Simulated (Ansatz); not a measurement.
YN (Fm-3m), Ansatz (a first-principles code) with HSE06, rigid bands: N_v = 3.37e19 cm⁻³ at 300 K and a hole conductivity mass of 0.485 mₑ.

**Question.** For 1e17 holes per cm³ at 300 K, place the Fermi level, estimate the Seebeck coefficient of a parabolic band with constant τ, and give mobility and conductivity for τ = 20 fs.

**Answer.** The level lies k_BT ln(N_v/p) = 0.150 eV above the valence-band maximum. S ≈ +(k_B/e)[ln(N_v/p) + 5/2] = 717 μV/K, against 717 μV/K from the full bands (mean over directions). μ = eτ/m = 72.5 cm²/(V·s) and σ = peμ = 1.16 S/cm. τ is assumed, not computed.

Band transport and this doping are assumed; polarons and phonon drag are left out. Spin-orbit coupling is left out; where it splits the top of the valence band, N_v and the p-type Seebeck coefficient come out somewhat high without it. Geometry: cell and atoms relaxed with PBEsol.
